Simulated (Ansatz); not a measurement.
Levels about the gap of amorphous In10Ga10Zn10O40 (70 atoms in a cell of 895 Å³, 5.82 g/cm³; zone centre alone, so wide bands show as single levels with stretches between that a denser mesh fills), at the geometry that PBE relaxed, where it gives 1.8 GPa on a denser mesh. The participation number counts the atoms over which a state spreads; weights are charges in smoothed Voronoi cells. The levels come from a single point, so bond lengths are those of that geometry. Method of the levels: PBE, scalar-relativistic without spin-orbit coupling (Ansatz, a first-principles code). Sampling: the zone centre alone; Fermi-Dirac width 0.02 eV; no spin polarisation. At PBE the levels at the filled edge of the gap are localised (band-tail or defect states).

A CHGNet melt-quench gave the starting glass, which DFT then relaxed. O atoms were pushed apart under 1.9 Å during the dynamics, to hinder bonds among them. The hot cell started wider than the set density and was brought back towards it in steps. It is the lowest in DFT energy of 2 quenches. It is a model cell: composition and starting density were chosen by hand, and all elements were melted together. No dispersion term was used. A short ab initio anneal came between quench and relaxation. Its density started from a set value of 5.82 and ended at 5.82 g/cm³. Cooling (nominally 84 K/ps over its main leg) ran many orders faster than in experiment, which tends to leave more defects and strain. Values belong to this one cell and scatter from quench to quench. The volume was held where the preparation left it, at a PBE pressure of 1.8 GPa. Stress components on the final sampling reach 3.5 GPa.

```json
[
 {"E - E(highest filled), eV": "-0.31", "filling": "filled", "participation number": "8.3", "largest on": "O, 3 neighbours", "weight O": "0.89", "weight In": "0.02", "weight Zn": "0.07", "weight Ga": "0.02"},
 {"E - E(highest filled), eV": "-0.26", "filling": "filled", "participation number": "15.4", "largest on": "O, 3 neighbours", "weight O": "0.87", "weight In": "0.02", "weight Zn": "0.09", "weight Ga": "0.03"},
 {"E - E(highest filled), eV": "-0.20", "filling": "filled", "participation number": "27.6", "largest on": "O, 3 neighbours", "weight O": "0.83", "weight In": "0.02", "weight Zn": "0.14", "weight Ga": "0.02"},
 {"E - E(highest filled), eV": "-0.15", "filling": "filled", "participation number": "24.8", "largest on": "O, 3 neighbours", "weight O": "0.80", "weight In": "0.02", "weight Zn": "0.17", "weight Ga": "0.01"},
 {"E - E(highest filled), eV": "-0.12", "filling": "filled", "participation number": "12.9", "largest on": "O, 3 neighbours", "weight O": "0.86", "weight In": "0.01", "weight Zn": "0.11", "weight Ga": "0.02"},
 {"E - E(highest filled), eV": "-0.08", "filling": "filled", "participation number": "12.6", "largest on": "O, 3 neighbours", "weight O": "0.89", "weight In": "0.02", "weight Zn": "0.06", "weight Ga": "0.02"},
 {"E - E(highest filled), eV": "0.00", "filling": "filled", "participation number": "3.7", "largest on": "O, 3 neighbours", "weight O": "0.94", "weight In": "0.02", "weight Zn": "0.02", "weight Ga": "0.02"},
 {"E - E(highest filled), eV": "0.82", "filling": "empty", "participation number": "64.8", "largest on": "In, 6 neighbours", "weight O": "0.52", "weight In": "0.22", "weight Zn": "0.14", "weight Ga": "0.13"},
 {"E - E(highest filled), eV": "3.41", "filling": "empty", "participation number": "28.0", "largest on": "In, 5 neighbours", "weight O": "0.59", "weight In": "0.27", "weight Zn": "0.07", "weight Ga": "0.06"},
 {"E - E(highest filled), eV": "3.45", "filling": "empty", "participation number": "28.8", "largest on": "In, 6 neighbours", "weight O": "0.58", "weight In": "0.29", "weight Zn": "0.06", "weight Ga": "0.06"},
 {"E - E(highest filled), eV": "3.72", "filling": "empty", "participation number": "22.8", "largest on": "In, 5 neighbours", "weight O": "0.58", "weight In": "0.28", "weight Zn": "0.09", "weight Ga": "0.05"},
 {"E - E(highest filled), eV": "3.86", "filling": "empty", "participation number": "47.9", "largest on": "In, 6 neighbours", "weight O": "0.59", "weight In": "0.21", "weight Zn": "0.06", "weight Ga": "0.13"},
 {"E - E(highest filled), eV": "4.02", "filling": "empty", "participation number": "52.9", "largest on": "Zn, 4 neighbours", "weight O": "0.59", "weight In": "0.15", "weight Zn": "0.14", "weight Ga": "0.11"},
 {"E - E(highest filled), eV": "4.09", "filling": "empty", "participation number": "35.5", "largest on": "In, 5 neighbours", "weight O": "0.59", "weight In": "0.19", "weight Zn": "0.09", "weight Ga": "0.13"}
]
```

Most localised among these is the filled level at +0.00 eV, on a O atom, which has 3 neighbours (Ga 1.87 Å, In 2.13 Å, In 2.16 Å).
